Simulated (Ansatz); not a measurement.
Input and output of a relaxation of the atoms for NbH (I4mm, 2 atoms in the cell) (Ansatz, an electronic-structure program).

Level of theory: LDA (PW92), default PAW files made with PBE (plane waves; Ansatz).

The change in words: one atom moved by 0.15 angstrom; relax: default → atoms; relax.f_tol: default → 0.03 eV/Å. Reference geometry:
```
CELL_PARAMETERS angstrom
     -1.59893     1.59893     1.97438
      1.59893    -1.59893     1.97438
      1.59893     1.59893    -1.97438
ATOMIC_POSITIONS crystal
  Nb 0.00000 0.00000 0.00000
  H  0.50000 0.50000 0.00000
```

Reference input (self-consistent single point, DFT, LDA (PW92), plane waves, default PAW files made with PBE): basis.ecutwfc = 30.9 Ry; kpoints.mp_grid.grid = 14 14 14; hamiltonian.xc = lda; hamiltonian.pseudopotentials = {kind: paw} (the program's default PAW files); scf.occupations.method = fermi_dirac; scf.occupations.width = 0.0073 Ry. This run's input differs from it in these lines:

```diff
@@ -6,3 +6,3 @@
   atoms:
-    - { symbol: Nb, position_ang: [0.00000000, 0.00000000, 0.00000000] }
+    - { symbol: Nb, position_ang: [-0.00000000, 0.00000000, 0.15000139] }
     - { symbol: H, position_ang: [0.00000000, 0.00000000, 1.97437800] }
@@ -17,2 +17,4 @@
   occupations: { method: fermi_dirac, width: 0.0073 Ry }
+relax:
+  f_tol: 0.03
 output:
```

Output, abridged:

```
   [... SCF lines of the steps left out ...]
relax step   1: F+E_penalty+E_count = -4458.51815703 eV  Δ(F+E_penalty+E_count) = +0.000e0 eV  max|allowed force component| = 1.429e0 eV/Å  Δτ_max = 0.0000 Å  (6 SCF iters, dr2 threshold 2.25e-5 eV, accepted)
relax step   2: F+E_penalty+E_count = -4458.59154157 eV  Δ(F+E_penalty+E_count) = -7.338e-2 eV  max|allowed force component| = 7.551e-1 eV/Å  Δτ_max = 0.1162 Å  (5 SCF iters, dr2 threshold 1.00e-4 eV, accepted)
relax step   3: F+E_penalty+E_count = -4458.62239122 eV  Δ(F+E_penalty+E_count) = -3.085e-2 eV  max|allowed force component| = 4.057e-3 eV/Å  Δτ_max = 0.0410 Å  (4 SCF iters, dr2 threshold 3.56e-5 eV, accepted)
relax step   4: F+E_penalty+E_count = -4458.62239138 eV  Δ(F+E_penalty+E_count) = -1.591e-7 eV  max|allowed force component| = 4.124e-3 eV/Å  Δτ_max = 0.0000 Å  (2 SCF iters, accepted)
the relaxation is at rest under the 8 symmetry operations that the run kept from its start: a minimum is not shown …
Stability not checked: this state was not tested for a lower state beside it, because too few of the mixer's solves of this state at the end of the SCF gave a …
Free energy (F): -4458.622391 eV
Internal energy: -4458.586043 eV  (E = F + TS)
E sigma→0 (E₀):  -4458.604217 eV
Entropy (-TS):   -0.036348 eV (-18.174 meV/atom)
Fermi energy:    16.944468 eV
--- Forces (eV/Å), atoms counted from 1 ---
  atom   1  Nb     0.00000000     0.00000000     0.00409309
   [... lines left out ...]
--- Relaxed structure (4 steps of the walk, 4 accepted, 0 SCFs on fresh bases) ---
  F+E_penalty+E_count = -4458.62239138 eV   max|allowed force component| = 4.124e-3 eV/Å
  atoms:
    - { symbol: Nb, position: [0.01893475261852902, 0.018934752618529015, -4.5708326234133635e-18] }
    - { symbol: H, position: [0.5190522463249357, 0.5190522463249357, 4.5708326234133635e-18] }
```

The run converged. 

Summary of the result:
* **Free energy E − TS (on the zero of these files)**: -4458.6224 eV
* **Fermi level (on the code's own zero)**: 16.94 eV
* **Pressure**: -8.34 GPa
* **Largest force (vector length)**: 0.004 eV/Å
* **Relaxation steps**: 4

The starting cell comes from a database of computed structures (which also holds hypothetical and non-ambient phases and stackings), without a prior relaxation at this level. Its lattice was rescaled by up to half a per cent. For this run, on top of that: one atom moved by 0.15 angstrom. Spin polarisation is off. The relaxation keeps the symmetry of its start, so its end need not be a minimum. Ansatz's pressure includes its estimate of the finite-basis (Pulay) stress.

Keys are those of Ansatz 0.2.
